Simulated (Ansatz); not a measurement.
CsPbCl3 (Amm2, No. 38, 10 atoms in the cell; start mp-1539667), treated with PBE0 (plane waves, PAW; Ansatz, a first-principles code).

Settings: plane-wave cutoff 460 eV, 4×4×4 k mesh, Fermi–Dirac smearing 0.01 eV, scalar-relativistic PAW data made under PBE.

Cell (relaxed with PBEsol):

```cif
data_Cl6Cs2Pb2
_chemical_formula_sum 'Cs2 Pb2 Cl6'
_space_group_name_H-M_alt 'P 1'
_space_group_IT_number 1
_cell_length_a 5.68902
_cell_length_b 7.78286
_cell_length_c 7.78286
_cell_angle_alpha 89.937
_cell_angle_beta 90.000
_cell_angle_gamma 90.000
loop_
_space_group_symop_operation_xyz
  'x, y, z'
loop_
_atom_site_label
_atom_site_type_symbol
_atom_site_fract_x
_atom_site_fract_y
_atom_site_fract_z
_atom_site_occupancy
Cs1 Cs 0.50000 0.51396 0.51396 1
Cs2 Cs 0.50000 0.98319 0.98319 1
Pb1 Pb 0.00000 0.50437 0.01030 1
Pb2 Pb 0.00000 0.01030 0.50437 1
Cl1 Cl 0.00000 0.19391 0.81929 1
Cl2 Cl 0.00000 0.81929 0.19391 1
Cl3 Cl 0.50000 0.00214 0.51120 1
Cl4 Cl 0.50000 0.51120 0.00214 1
Cl5 Cl 0.00000 0.70384 0.70384 1
Cl6 Cl 0.00000 0.32982 0.32982 1
```

Task: Estimate the band gap and Γ–Γ gap that the calculation returns.

Result: 
- band gap = 3.61 eV (on the SCF k mesh)
- Γ–Γ gap = 5.21 eV

Note: cell and atoms aren't relaxed at this level (largest force component 0.03 eV/Å, pressure 1.2 GPa).

Spin–orbit coupling is not included; with these elements it can move the gap by several tenths of an eV or more.

Computed values are for the static lattice.

The result took around 12 core-minutes (rough).

A start named mp-… is a Materials Project structure, which need not be a measured phase.
